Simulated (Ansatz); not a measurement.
Take Li in the bcc (W type) structure (space group Im-3m, No. 229; a = 3.477 Å; relaxed with 0.1 eV smearing) as the base. Axes: x, y, z lie along the cube axes.

Structures relaxed with r2SCAN (Ansatz, an electronic-structure program; PAW; 500 eV plane waves; without spin-orbit coupling).

Base:

Simulated powder pattern, Cu Kα1, λ = 1.54056 Å (kinematic, ideal powder, no thermal factors, no anomalous dispersion; the 8 strongest lines at most, above 2 %, up to 2θ = 90°):

| 2θ (°) | I/Imax (%) | hkl |
|---|---|---|
| 36.51 | 100 | (110) |
| 52.59 | 17 | (200) |
| 65.72 | 34 | (211) |
| 77.59 | 10 | (220) |
| 88.93 | 14 | (310) |

After one change:

Simulated powder pattern, Cu Kα1, λ = 1.54056 Å (kinematic, ideal powder, no thermal factors, no anomalous dispersion; the 8 strongest lines at most, above 2 %, up to 2θ = 90°):

```json
[
 {"2θ (°)": "36.38", "I/Imax (%)": "100"},
 {"2θ (°)": "36.51", "I/Imax (%)": "50"},
 {"2θ (°)": "52.20", "I/Imax (%)": "8.8"},
 {"2θ (°)": "52.59", "I/Imax (%)": "17"},
 {"2θ (°)": "65.38", "I/Imax (%)": "17"},
 {"2θ (°)": "65.63", "I/Imax (%)": "34"},
 {"2θ (°)": "77.27", "I/Imax (%)": "10"},
 {"2θ (°)": "88.24", "I/Imax (%)": "7.1"}
]
```

Which of these changes matches the shifts?
A) uniaxial strain ε_yy = +0.69 %
B) tensor shear ε_xy = +0.42 %
C) isotropic strain −0.91 %
D) biaxial strain −1.28 %, plane normal [001], relaxed out of plane

A, uniaxial strain ε_yy = +0.69 %. Its volume per atom is 21.17 Å³ against 21.03 Å³, and its space group is I4/mmm (No. 139).

Whether these cells are dynamically stable was not tested.
